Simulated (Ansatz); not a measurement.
BP under load (space group I-4m2), Ansatz (a program for electronic structure) with r2SCAN with spin-orbit coupling, rigid bands. Condition of this run: uniaxial stress along [001] of -12 GPa (compression positive) (the target of the relaxation). Band gap 1.07 eV, N_c = 2.57e19 cm⁻³ and N_v = 1.13e19 cm⁻³ at 300 K, conductivity masses along z (a = (0.00, 2.25, 2.35) Å; b = (2.25, 0.00, 2.35) Å; c = (2.25, 2.25, 0.00) Å) of 0.236 mₑ (electrons) and 0.257 mₑ (holes). Take k_BT = 0.02585 eV.

### Question
What thermal injection velocity √(2k_BT/πm) limits a ballistic channel along the direction named?

### Answer
1.11e7 cm/s for electrons and 1.06e7 cm/s for holes, a ratio of √(m_h/m_e) = 1.04, for dilute carriers.

### Question
What built-in voltage has an abrupt junction with N_A = 1e16 and N_D = 1e17 cm⁻³, all dopants ionised?

### Answer
V_bi = E_g/e − (k_BT/e) ln(N_c N_v/(N_A N_D)) = 1.07 − 0.02585 × 12.58 = 0.74 V, for the computed gap.

### Question
Find the intrinsic carrier density and the intrinsic Fermi level.

### Answer
n_i = √(N_c N_v) exp(−E_g/2k_BT) = 1.70e19 × exp(−20.69) = 1.8e10 cm⁻³. The level lies (k_BT/2) ln(N_v/N_c) = -11 meV from mid-gap (positive towards the conduction band). Each 0.1 eV added to the gap lowers n_i by a factor of 6.9.

Rigid bands with the computed gap; masses take one relaxation time for all states. Geometry: cell and atoms relaxed with PBEsol.
